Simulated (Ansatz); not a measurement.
A short convergence ladder for LuTlSe2 (R3m, 4 atoms in the cell)

```xyz
4
Lattice="2.0457 1.1811 7.7615 -2.0457 1.1811 7.7615 0.0000 -2.3621 7.7615" Properties=species:S:1:pos:R:3 pbc="T T T"
Lu     0.0000     0.0000     0.0500
Tl     0.0000     0.0000    11.6423
Se     0.0000     0.0000    17.0708
Se     0.0000     0.0000     6.2138
```

Base method: LDA (PW92), default PAW files made with PBE (plane waves; Ansatz, a quantum-chemistry and plane-wave program).

Base settings: basis.ecutwfc = 420 eV; kpoints.mp_grid.grid = 7 7 7; hamiltonian.xc = lda; hamiltonian.pseudopotentials = {kind: paw} (the program's default PAW files); scf.occupations.method = fixed.

**The width of Fermi-Dirac smearing**

In this ladder: scf.occupations.method = fermi_dirac.

The mesh stays at the base's, so the ladder's end is converged at best in this setting alone.

Only quantities that move along the ladder and can be compared are tabulated.

```csv
scf.occupations.width,free energy less the last step's (meV/atom),pressure (GPa),largest difference of a force vector from the last step's (eV/Å)
1 eV,-522.46,-1.77,0.160
0.5 eV,-48.44,-3.74,0.065
0.2 eV,-0.74,-3.88,0.004
0.1 eV,-0.01,-3.87,0.000
0.02 eV,0.00,-3.87,0.000
```

Widest scf.occupations.width that holds the forces within 0.02 eV/Å of the last step, with all finer ones: 0.2 eV; the step before is off by 0.065 eV/Å.

Widest scf.occupations.width that holds the pressure within 1 GPa of the last step, with all finer ones: 0.5 eV; the step before is off by 2.1 GPa.

Widest scf.occupations.width that holds the free energy within 5 meV/atom of the last step, with all finer ones: 0.2 eV; the step before is off by 48 meV/atom.

On the base run: the starting cell comes from a database of computed structures (which also holds hypothetical and non-ambient phases and stackings), without a prior relaxation at this level. Its lattice was rescaled by up to half a per cent. One atom was moved a little off its site on purpose. In the base run, with a pressure of about -4 GPa the cell is away from its equilibrium volume at this level. Ansatz's pressure includes its estimate of the finite-basis (Pulay) stress.

Keys are those of Ansatz 0.2.
